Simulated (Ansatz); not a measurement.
Amorphous In₂₂WO₃₆, 59 atoms at 6.57 g/cm³, one PBE-relaxed geometry, zone centre. Methods: PBE, scalar-relativistic without spin-orbit coupling (Ansatz, a program for electronic structure); r2SCAN, scalar-relativistic without spin-orbit coupling (Ansatz); HSE06, scalar-relativistic without spin-orbit coupling (Ansatz). Plane waves to 420 eV (r2SCAN 500 eV); exact exchange is cut at the cell's faces. At PBE the levels at the filled edge of the gap are localised (band-tail or defect states). All rungs ran without spin polarisation.

A CHGNet melt-quench gave the starting glass, which DFT then relaxed. O atoms were pushed apart under 1.9 Å during the dynamics, to hinder bonds among them. The hot cell started wider than the set density and was brought back towards it in steps. It is the lowest in DFT energy of 8 quenches. It is a model cell: composition and starting density were chosen by hand, and all elements were melted together. No dispersion term was used. Its density started from a set value of 6.57 and ended at 6.57 g/cm³. The simulated quench (nominally 84 K/ps over its main leg) is rapid and tends to freeze in more defects than a deposited or slowly cooled glass has. One small periodic cell is one sample of the glass; other quenches scatter about these values. The volume was held where the preparation left it and the shape relaxed, at a PBE pressure of -0.4 GPa (tension).

The relaxation ran on the zone centre alone. At PBE the level gap is 0.68 eV on a 2×2×2 Γ-centred mesh, and the spacing at the zone centre alone 0.76 eV.

**Question.** What zone-centre spacing does r2SCAN give, roughly?

**Answer.** 1.20 eV (+0.44 eV against PBE).

**Question.** What zone-centre spacing does HSE06 give, roughly?

**Answer.** 2.15 eV (+1.39 eV against PBE).

The highest filled and the lowest empty state spread over these numbers of atoms (participation numbers): PBE: 10.3 and 54.0; r2SCAN: 8.3 and 54.2; HSE06: 8.5 and 54.2.
